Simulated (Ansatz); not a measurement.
We consider AlOOH (Pnma, No. 62), described by PBEsol in Ansatz (PAW).

Settings: plane-wave cutoff 500 eV, 4×14×10 k mesh (along the axes of the cell as run), gaussian smearing 0.02 eV, scalar-relativistic PAW data made under PBE.

Computed at the level's own relaxed cell.

Problem. Give the computed equilibrium volume per atom and band gap.

Solution. 
* **equilibrium volume per atom**: 7.32 Å³/atom
* **band gap**: 5.87 eV (on the SCF k mesh)

Static lattice: no zero-point or thermal effects.

Ansatz is a first-principles code.
